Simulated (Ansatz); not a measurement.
End structure of the (100) surface of rock-salt TiN, Ru on all Ti sites of the top plane (bottom of the slab: a bare face, its two planes held):

```xyz
12
Lattice="3.0030 0.0000 0.0000 0.0000 3.0030 0.0000 0.0000 0.0000 27.0000" Properties=species:S:1:pos:R:3 pbc="T T T"
N      0.0000     0.0000     8.2334
Ti     1.5015     1.5015     8.2334
N      1.5015     1.5015    10.3568
Ti     0.0000     0.0000    10.3568
N      0.0000     0.0000    12.4889
Ti     1.5015     1.5015    12.4823
N      1.5015     1.5015    14.6249
Ti     0.0000     0.0000    14.5744
N      0.0000     0.0000    16.7002
Ti     1.5015     1.5015    16.8475
N      1.5015     1.5015    19.0126
Ru     0.0000     0.0000    18.7530
```

Model: 12-atom slab, 10.5 Å thick at the start with caps and adatoms (thin: gaps and levels are the slab's own), 12x12x1 mesh, Fermi-Dirac 0.1 eV, dipole correction, 4 atoms held, the rest relaxed; start symmetry kept, larger cells not searched; no spin, no spin-orbit, no U. In PBE it lies 0.52 eV a 1x1 cell over the lowest computed structure of the same composition (Ru on all Ti sites of the second plane).

Predict the work function of the top face from Ansatz (a first-principles code) with PBE.

4.47 eV
